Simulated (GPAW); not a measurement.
# Worked example: self-consistent single point of Zr6Al2Fe (P-62m, 9 atoms in the cell) in GPAW

Method: PBEsol, real-space grid, GPAW PAW datasets PBEsol (made by gpaw-setup) (GPAW).

The input file:

```python
from ase import Atoms
from gpaw import GPAW

atoms = Atoms(['Zr', 'Zr', 'Zr', 'Zr', 'Zr', 'Zr', 'Al', 'Al', 'Fe'],
              cell=[[7.944620, 0.000000, 0.000000],
                    [-3.972310, 6.880243, 0.000000],
                    [0.000000, 0.000000, 3.311880]],
              scaled_positions=[[0.601430, 0.000000, 0.000000],
                                [0.398570, 0.398570, 0.000000],
                                [0.000000, 0.601430, 0.000000],
                                [0.000000, 0.248080, 0.500000],
                                [0.248080, 0.000000, 0.500000],
                                [0.751920, 0.751920, 0.500000],
                                [0.333333, 0.666667, 0.500000],
                                [0.666667, 0.333333, 0.500000],
                                [0.000000, 0.000000, 0.000000]],
              pbc=True)

calc = GPAW(mode='fd',
            h=0.18,
            xc='PBEsol',
            kpts={'size': (4, 4, 8), 'gamma': True},
            occupations={'name': 'methfessel-paxton', 'width': 0.272, 'order': 1},
            nbands=-17,
            symmetry={'symmorphic': False, 'tolerance': 0.0005},
            maxiter=150,
            txt='-')

atoms.calc = calc

energy = atoms.get_potential_energy()
print('Energy (eV):', round(energy, 6))
forces = atoms.get_forces()
print('Forces (eV/Ang):')
print(forces.round(5))
```

Log, with long lists cut:

```
Input parameters:
  h: 0.18
  kpts: {gamma: True,
         size: (4, 4, 8)}
  maxiter: 150
  mode: fd
  nbands: -17
  occupations: {name: methfessel-paxton,
                order: 1,
                width: 0.272}
  symmetry: {symmorphic: False,
             tolerance: 0.0005}
  xc: PBEsol

species:
  Zr:
    name: Zirconium
    Z: 40.0
    valence: 12
    core: 28
    charge: 0.0
    file: Zr.PBEsol.gz

    # Using partial waves for Zr as LCAO basis

  Al:
    name: Aluminium
    Z: 13.0
    valence: 3
    core: 10
    charge: 0.0
    file: Al.PBEsol.gz

    # Using partial waves for Al as LCAO basis

  Fe:
    name: Iron
    Z: 26.0
    valence: 8
    core: 18
    charge: 0.0
    file: Fe.PBEsol.gz

    # Using partial waves for Fe as LCAO basis

Reference energy: -634794.510338  # eV

Spin-paired calculation

Convergence criteria:
 Maximum [total energy] change in last 3 cyles: 0.0005 eV / valence electron
 Maximum integral of absolute [dens]ity change: 0.0001 electrons / valence electron
 Maximum integral of absolute [eigenst]ate change: 4e-08 eV^2 / valence electron
 Maximum number of scf [iter]ations: 150

Symmetries present (total): 12
Symmetries with fractional translations: 0
128 k-points: 4 x 4 x 8 Monkhorst-Pack grid + [1/8,1/8,1/16]
20 k-points in the irreducible part of the Brillouin zone
       k-points in crystal coordinates                weights
   0:     0.00000000    0.00000000    0.00000000          1/128
   1:     0.00000000    0.00000000    0.12500000          2/128
   2:     0.00000000    0.00000000    0.25000000          2/128
   3:     0.00000000    0.00000000    0.37500000          2/128
   4:     0.00000000    0.00000000    0.50000000          1/128
   5:     0.25000000    0.00000000    0.00000000          6/128
   6:     0.25000000    0.00000000    0.12500000         12/128
   7:     0.25000000    0.00000000    0.25000000         12/128
   8:     0.25000000    0.00000000    0.37500000         12/128
   9:     0.25000000    0.00000000    0.50000000          6/128
          ...
  19:     0.50000000    0.50000000    0.50000000          3/128

Wave functions: Uniform real-space grid
  Kinetic energy operator: 8*3+1=25 point O(h^6) finite-difference Laplacian

Occupation numbers: Methfessel-Paxton:
  width: 0.2720  # eV
  order: 1

Eigensolver

Densities:
  Coarse grid: 40*40*20 grid
  Fine grid: 80*80*40 grid
  Total Charge: 0.000000

Density mixing:
  Method: separate
  Backend: pulay
  Linear mixing parameter: 0.05
  old densities: 5
  Damping of long wavelength oscillations: 50

Hamiltonian:
  XC and Coulomb potentials evaluated on a 80*80*40 grid
  Interpolation: tri-quintic (5. degree polynomial)
  Poisson solver: FastPoissonSolver using
    Stencil: 8*3+1=25 point O(h^6) finite-difference Laplacian
    FFT axes: [np.int64(0), np.int64(1), np.int64(2)]
    FST axes: []

XC parameters: PBEsol with 2 nearest neighbor stencil

Number of atoms: 9
Number of atomic orbitals: 95
Number of bands in calculation: 60
Number of valence electrons: 86
Bands to converge: occupied

Density initialized from atomic densities
  60 bands from LCAO basis set

Atomic positions and initial magnetic moments

Positions:
   0 Zr     4.778133    0.000000    0.000000    ( 0.0000,  0.0000,  0.0000)
   1 Zr     1.583244    2.742258    0.000000    ( 0.0000,  0.0000,  0.0000)
   2 Zr    -2.389066    4.137985    0.000000    ( 0.0000,  0.0000,  0.0000)
   3 Zr    -0.985451    1.706851    1.655940    ( 0.0000,  0.0000,  0.0000)
   4 Zr     1.970901    0.000000    1.655940    ( 0.0000,  0.0000,  0.0000)
   5 Zr     2.986859    5.173392    1.655940    ( 0.0000,  0.0000,  0.0000)
   6 Al    -0.000004    4.586831    1.655940    ( 0.0000,  0.0000,  0.0000)
   7 Al     3.972314    2.293412    1.655940    ( 0.0000,  0.0000,  0.0000)
   8 Fe     0.000000    0.000000    0.000000    ( 0.0000,  0.0000,  0.0000)

Unit cell:
           periodic     x           y           z      points  spacing
  1. axis:    yes    7.944620    0.000000    0.000000    40     0.1720
  2. axis:    yes   -3.972310    6.880243    0.000000    40     0.1720
  3. axis:    yes    0.000000    0.000000    3.311880    20     0.1656

  Lengths:   7.944620   7.944620   3.311880
  Angles:   90.000000  90.000000 119.999999

Effective grid spacing dv^(1/3) = 0.1782

     iter     time        total  log10-change:
                         energy   eigst   dens
iter:   1 --:--:--   -71.625030
iter:   2 --:--:--   -69.541309   +0.07  -1.23
iter:   3 --:--:--   -69.418882   -0.41  -1.31
iter:   4 --:--:--   -70.116999   -0.33  -1.35
iter:   5 --:--:--   -68.955688   -0.60  -1.60
iter:   6 --:--:--   -68.645631   -1.50  -1.70
iter:   7 --:--:--   -68.583007   -1.56  -1.83
iter:   8 --:--:--   -68.640244   -1.70  -1.99
iter:   9 --:--:--   -68.608973   -2.04  -2.17
iter:  10 --:--:--   -68.577885   -2.05  -2.37
iter:  11 --:--:--   -68.577287c  -2.87  -2.52
iter:  12 --:--:--   -68.577611c  -2.85  -2.56
iter:  13 --:--:--   -68.575516c  -2.68  -2.71
iter:  14 --:--:--   -68.574043c  -3.34  -2.86
iter:  15 --:--:--   -68.573880c  -3.72  -3.17
iter:  16 --:--:--   -68.574205c  -3.74  -3.30
   [... 2 lines left out ...]
iter:  19 --:--:--   -68.573889c  -4.40  -3.76
iter:  20 --:--:--   -68.573799c  -4.84  -3.66
iter:  21 --:--:--   -68.573804c  -4.74  -3.94
iter:  22 --:--:--   -68.573798c  -5.37  -3.92
iter:  23 --:--:--   -68.573807c  -5.31  -3.98
iter:  24 --:--:--   -68.573800c  -5.61  -4.05c
iter:  25 --:--:--   -68.573803c  -6.02  -4.13c
iter:  26 --:--:--   -68.573809c  -5.66  -4.17c
iter:  27 --:--:--   -68.573801c  -5.80  -4.14c
iter:  28 --:--:--   -68.573801c  -6.19  -4.47c
iter:  29 --:--:--   -68.573803c  -6.14  -4.52c
iter:  30 --:--:--   -68.573800c  -6.56  -4.60c
iter:  31 --:--:--   -68.573800c  -7.05  -5.18c
iter:  32 --:--:--   -68.573800c  -7.81c -5.24c

Converged after 32 iterations.

Dipole moment: (-2.967140, -5.139237, -2.944759) |e|*Ang

Energy contributions relative to reference atoms: (reference = -634794.510338)

Kinetic:        +26.474390
Potential:      -27.880517
External:        +0.000000
XC:             -69.486574
Entropy (-ST):   +0.018707
Local:           +2.306429
SIC:             +0.000000
--------------------------
Free energy:    -68.567565
Extrapolated:   -68.573800

Showing only first 2 kpts
 Kpt  Band  Eigenvalues  Occupancy
  0    41      9.59140   -0.00003
  0    42      9.67021   -0.00001
  0    43      9.79211   -0.00000
  0    44      9.79229   -0.00000

  1    41      8.92882   -0.00505
  1    42      9.11340   -0.05239
  1    43      9.28495   -0.00912
  1    44      9.28499   -0.00911

Fermi level: 8.69663

No gap
No difference between direct/indirect transitions
Energy (eV): -68.5738

Forces in eV/Ang:
  0 Zr    0.05273    0.00000    0.00000
  1 Zr   -0.02637   -0.04567    0.00000
  2 Zr   -0.02637    0.04567    0.00000
  3 Zr    0.03819   -0.06615    0.00000
  4 Zr   -0.07638    0.00000    0.00000
  5 Zr    0.03819    0.06615    0.00000
  6 Al    0.00000    0.00000    0.00000
  7 Al    0.00000   -0.00000    0.00000
  8 Fe    0.00000    0.00000    0.00000
```

The run converged in 32 iterations.

The starting cell comes from a database of computed structures (which also holds hypothetical and non-ambient phases and stackings), without a prior relaxation at this level. Spin polarisation is off.

Cost on one core of a shared machine: roughly 20 min.
